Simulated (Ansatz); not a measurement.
**beta tin (0 0 1) on zinc-blende AlAs (0 0 1) (film strained to the substrate, started from cuts of the bulks and a machine-learned relaxation; slabs Al10As12 and Sn12, which can lie off the formulas)**

A periodic stack without vacuum, beta tin (0 0 1) on zinc-blende AlAs (0 0 1) (film strained to the substrate, started from cuts of the bulks and a machine-learned relaxation; slabs Al10As12 and Sn12, which can lie off the formulas): substrate slab Al10As12, film Sn12, surface cells [[0, -1], [2, 1]] and [[0, 1], [-1, 0]], film strained by -3.5 and -3.5 %, outermost planes As/As and Sn/Sn as cut, which need not be the usual terminations and can put a slab off its formula.

The start was prepared with a machine-learned potential, and the result is one local minimum, with the in-plane cell held and forces under 0.04 eV/Å; the film can end far from its bulk form.

The numbers are results of PBE (plane waves to 420 eV, PAW; Ansatz, a quantum-chemistry and plane-wave program), not measurements. No spin–orbit coupling; the runs are not spin-polarised. Its k-point mesh 6×6×1, Fermi–Dirac width 0.05 eV.

```
Quantity                                                                                   Result
--------------------------------------------------------------------------------  ---------------
interface area                                                                            32.8 Å²
period                                                                                    27.65 Å
heights between the nearest atoms of the two slabs at the two interfaces          1.69 and 1.69 Å
As–Sn contacts across the interfaces within 1.22 times the sum of covalent radii   8, mean 2.72 Å
hole barrier (PBE)                                                                        0.60 eV
electron barrier (PBE)                                                                    0.90 eV
```

```xyz
34
Lattice="5.7278 0.0017 -0.0983 0.0014 5.7257 0.1839 0.4810 1.3623 27.7003" Properties=species:S:1:pos:R:3 pbc="T T T"
Al     5.3260     6.1025     5.4483
Al     2.4959     3.2000     5.4095
Al     2.3856     6.1372     2.6481
Al     5.3339     3.3496     2.4843
Al     5.4585     5.9164    11.1728
Al     2.5605     3.0137    11.1352
Al     2.5279     5.9798     8.3640
Al     5.3914     3.1366     8.2189
Al     2.6688     5.7652    14.0976
Al     5.4460     2.9790    13.9354
As     3.8853     1.8413     3.8573
As     1.0202     4.6879     4.0949
As     0.9754     1.9119     1.0940
As     3.8611     4.8336     1.1558
As     3.9843     1.6512     9.6258
As     1.1209     4.5078     9.7767
As     1.0711     1.7385     6.8221
As     3.9353     4.6077     6.8557
As     4.0853     1.4783    15.3536
As     1.2415     4.2829    15.4753
As     1.1720     1.5479    12.5910
As     4.0308     4.4273    12.5369
Sn     2.3795     2.5094    17.2205
Sn     4.8781     2.1143    19.8721
Sn     3.7028     4.9324    18.9271
Sn     0.1810     6.0149    17.2575
Sn     2.0102     2.6469    21.1060
Sn     4.9086     2.1062    23.0233
Sn     5.0443     4.9325    21.7130
Sn     2.1980     5.5475    22.5938
Sn     2.0880     2.6401    24.2576
Sn     5.4130     2.2483    26.8894
Sn     3.2278     4.4581    27.1135
Sn     0.9503     5.5437    25.4316
```
